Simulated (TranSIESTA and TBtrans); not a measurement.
Device: Al point contact of 1 atom in a row between two rods. Leads: fcc Al rod along [100], layers of 5 and 4 atoms, a = 4.04 Å. Geometry: as built, not relaxed. Transport runs along z; the first 18 and the last 18 of the 68 atoms are the lead cells, repeated to infinity.

```xyz
68
Lattice="14.213 0.000 0.000 0.000 14.213 0.000 0.000 0.000 32.320" Properties=species:S:1:pos:R:3 pbc="F F T"
Al     7.107     7.107     0.000
Al     9.963     7.107     0.000
Al     7.107     9.963     0.000
Al     4.250     7.107     0.000
Al     7.107     4.250     0.000
Al     8.535     8.535     2.020
Al     5.678     8.535     2.020
Al     8.535     5.678     2.020
Al     5.678     5.678     2.020
Al     7.107     7.107     4.040
Al     9.963     7.107     4.040
Al     7.107     9.963     4.040
Al     4.250     7.107     4.040
Al     7.107     4.250     4.040
Al     8.535     8.535     6.060
Al     5.678     8.535     6.060
Al     8.535     5.678     6.060
Al     5.678     5.678     6.060
Al     7.107     7.107     8.080
Al     9.963     7.107     8.080
Al     7.107     9.963     8.080
Al     4.250     7.107     8.080
Al     7.107     4.250     8.080
Al     8.535     8.535    10.100
Al     5.678     8.535    10.100
Al     8.535     5.678    10.100
Al     5.678     5.678    10.100
Al     7.107     7.107    12.120
Al     9.963     7.107    12.120
Al     7.107     9.963    12.120
Al     4.250     7.107    12.120
Al     7.107     4.250    12.120
Al     8.535     8.535    14.140
Al     5.678     8.535    14.140
Al     8.535     5.678    14.140
Al     5.678     5.678    14.140
Al     7.107     7.107    16.160
Al     8.535     8.535    18.180
Al     5.678     8.535    18.180
Al     8.535     5.678    18.180
Al     5.678     5.678    18.180
Al     7.107     7.107    20.200
Al     9.963     7.107    20.200
Al     7.107     9.963    20.200
Al     4.250     7.107    20.200
Al     7.107     4.250    20.200
Al     8.535     8.535    22.220
Al     5.678     8.535    22.220
Al     8.535     5.678    22.220
Al     5.678     5.678    22.220
Al     7.107     7.107    24.240
Al     9.963     7.107    24.240
Al     7.107     9.963    24.240
Al     4.250     7.107    24.240
Al     7.107     4.250    24.240
Al     8.535     8.535    26.260
Al     5.678     8.535    26.260
Al     8.535     5.678    26.260
Al     5.678     5.678    26.260
Al     7.107     7.107    28.280
Al     9.963     7.107    28.280
Al     7.107     9.963    28.280
Al     4.250     7.107    28.280
Al     7.107     4.250    28.280
Al     8.535     8.535    30.300
Al     5.678     8.535    30.300
Al     8.535     5.678    30.300
Al     5.678     5.678    30.300
```

Run with TranSIESTA and TBtrans (open boundaries, self-consistent; PseudoDojo norm-conserving potentials, scalar-relativistic): PAO.BasisSize SZP, PAO.EnergyShift 0.15 eV, XC.Authors PBE, Mesh.Cutoff 150 Ry, ElectronicTemperature 300 K, TBT.Elecs.Eta 0.001 eV, no spin polarisation.

**Question.** Give the current of both spins against bias, self-consistently and from the zero-bias transmission integrated over the bias window.

**Answer.** 
```json
[
 {"V (V)": "0.2", "I self-consistent (μA)": "48.4", "I from the zero-bias T(E) (μA)": "50.0"},
 {"V (V)": "0.4", "I self-consistent (μA)": "93.2", "I from the zero-bias T(E) (μA)": "100"},
 {"V (V)": "0.6", "I self-consistent (μA)": "126", "I from the zero-bias T(E) (μA)": "150"}
]
```

Positive bias raises the left lead's chemical potential. The energy step is 0.02 eV; narrower resonances are cut or missed.

The leads' channel count changes near 0.03 eV, within the thermal window, so values at the Fermi level hang on where that band edge falls.
